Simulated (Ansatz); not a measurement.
The starting structures come from a database of crystals and need not be the phases stable at ambient conditions.

 Where the default PAW files enter, the runs use the earlier of Ansatz's two default sets.

Tunnelling through a barrier is set by its complex band structure: the current falls as exp(−2κd) with the smallest κ.

Data:

```
HfBrN
1.0
    3.60740     0.00000     0.00000
    1.80370     9.82890     0.03088
    1.80370     0.32124     3.10754
Hf Br N
2 2 2
Direct
  0.21085   0.36744   0.21085
  0.78915   0.63256   0.78915
  0.38830   0.83511   0.38830
  0.61170   0.16489   0.61170
  0.13713   0.58861   0.13713
  0.86287   0.41139   0.86287
```

Space group of this cell: R-3m. The cell was relaxed by PBE-D3(BJ).

Transport runs along the normal of the first two printed cell vectors, the (101) plane of the conventional cell.

No gap correction and no spin-orbit coupling; mid-gap values are interpolated between computed energies.

Task: State the band gap and the smallest decay constant κ at mid-gap according to r2SCAN in Ansatz (a quantum-chemistry and plane-wave program).

Result: Gap 2.18 eV on a 10×10×10 mesh; κ = 0.301 1/Å, at the zone centre.
